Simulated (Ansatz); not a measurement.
Start from CdSe in the zinc blende structure (space group F-43m, No. 216; a = 6.1332 Å). Axes: x, y, z lie along the cube axes.

Computed with r2SCAN in Ansatz (plane waves to 500 eV, PAW, no SOC).

One thing is altered: uniaxial strain ε_zz = −2.50 %, all other strain components held at zero; the atoms relax in the strained cell.

Problem. Predict the stress tensor and what it implies for the stiffness.

Solution. Stress of the strained cell less that of the base (GPa, compression positive):
```
   1.24    0.00    0.00
   0.00    1.24    0.00
   0.00    0.00    1.61
```

Then −Δσ_ii/ε with ε = -0.0250 gives secant stiffness values (nonlinear terms included at this strain): C33 ≈ 65 GPa, C13 ≈ 50 GPa and C23 ≈ 50 GPa.

No phonon test of stability was made.

Ansatz is an electronic-structure program.
